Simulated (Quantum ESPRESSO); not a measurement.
Quantum ESPRESSO run on LaZnSbO (P4/nmm, 8 atoms in the cell): self-consistent single point.

Method of the run: LDA (PZ), GBRV 1.5 ultrasoft (LDA) pseudopotentials (plane waves; Quantum ESPRESSO).

```
LaZnSbO
1.0
    4.26837     0.00000     0.00000
    0.00000     4.26837     0.00000
    0.00000     0.00000     9.71636
La Zn Sb O
2 2 2 2
Cartesian
  0.00000   2.13419   8.55710
  2.13419   0.00000   1.15926
  0.00000   0.00000   4.85818
  2.13419   2.13419   4.85818
  2.13419   0.00000   6.60858
  0.00000   2.13419   3.10778
  2.13419   2.13419   0.00000
  0.00000   0.00000   0.00000
```

Reference input (self-consistent single point, DFT, PBEsol, plane waves, GBRV 1.5 ultrasoft (PBESOL) pseudopotentials): ecutwfc = 50 Ry; ecutrho = 250 Ry; occupations = smearing; smearing = gauss; degauss = 0.0147 Ry; K_POINTS = automatic 5 5 3 0 0 0; conv_thr = 1e-10 Ry. This run's input differs from it in these lines:

```diff
@@ -21,6 +21,6 @@
 ATOMIC_SPECIES
-La   138.9055  la_pbesol_v1.uspp.F.UPF
-Zn    65.3800  zn_pbesol_v1.uspp.F.UPF
-Sb   121.7600  sb_pbesol_v1.4.uspp.F.UPF
-O     15.9990  o_pbesol_v1.2.uspp.F.UPF
+La   138.9055  la_lda_v1.uspp.F.UPF
+Zn    65.3800  zn_lda_v1.uspp.F.UPF
+Sb   121.7600  sb_lda_v1.4.uspp.F.UPF
+O     15.9990  o_lda_v1.2.uspp.F.UPF
 ATOMIC_POSITIONS {crystal}
```

Output (repeated stretches shortened):

```
     Self-consistent Calculation

     iteration #  1     ecut=    50.00 Ry     beta= 0.70

     negative rho (up, down):  4.594E-04 0.000E+00

     total energy              =   -1531.49262850 Ry
     estimated scf accuracy    <      35.75650592 Ry

     iteration #  2     ecut=    50.00 Ry     beta= 0.70

     negative rho (up, down):  3.853E-03 0.000E+00

     total energy              =   -1498.63068742 Ry
     estimated scf accuracy    <     751.67701253 Ry

     iteration #  3     ecut=    50.00 Ry     beta= 0.70

     negative rho (up, down):  1.228E-02 0.000E+00

     total energy              =   -1559.52674070 Ry
     estimated scf accuracy    <      27.58041692 Ry

   [... 12 blocks of this kind left out ...]

     iteration # 16     ecut=    50.00 Ry     beta= 0.70

     negative rho (up, down):  1.213E-01 0.000E+00

     total energy              =   -1561.35075604 Ry
     estimated scf accuracy    <       0.00000001 Ry

     iteration # 17     ecut=    50.00 Ry     beta= 0.70

     negative rho (up, down):  1.213E-01 0.000E+00
     End of self-consistent calculation

     the Fermi energy is    10.8569 ev

!    total energy              =   -1561.35075604 Ry
     estimated scf accuracy    <          6.2E-11 Ry
     smearing contrib. (-TS)   =      -0.00121841 Ry
     internal energy E=F+TS    =   -1561.34953764 Ry

     convergence has been achieved in  17 iterations

     negative rho (up, down):  1.213E-01 0.000E+00

     Forces acting on atoms (cartesian axes, Ry/au):

     atom    1 type  1   force =     0.00000000    0.00000000    0.01973807
     atom    2 type  1   force =     0.00000000    0.00000000   -0.01973807
     atom    3 type  2   force =     0.00000000    0.00000000    0.00000000
     atom    4 type  2   force =     0.00000000    0.00000000    0.00000000
     atom    5 type  3   force =     0.00000000    0.00000000   -0.01609900
   [... lines left out ...]
     Total force =     0.036021     Total SCF correction =     0.000046
   [... lines left out ...]

     negative rho (up, down):  1.213E-01 0.000E+00
          total   stress  (Ry/bohr**3)                   (kbar)     P=      -70.36
  -0.00048662   0.00000000   0.00000000          -71.58        0.00        0.00
   0.00000000  -0.00048662   0.00000000            0.00      -71.58        0.00
   0.00000000   0.00000000  -0.00046168            0.00        0.00      -67.92

   JOB DONE.
```

The run converged in 17 iterations. Against the reference run the pressure goes from -4.80 to -7.04 GPa and the largest force goes from 0.335 to 0.507 eV/Å. The full log also holds: “c_bands:  3 eigenvalues not converged”.

The starting cell comes from a database of computed structures (which also holds hypothetical and non-ambient phases and stackings), without a prior relaxation at this level. Its lattice was rescaled by a random factor within 2.5 % of one. Spin-orbit coupling is off. With a pressure of about -7 GPa the cell is away from its equilibrium volume at this level.

Cost on one core of a shared machine: roughly 2 min.
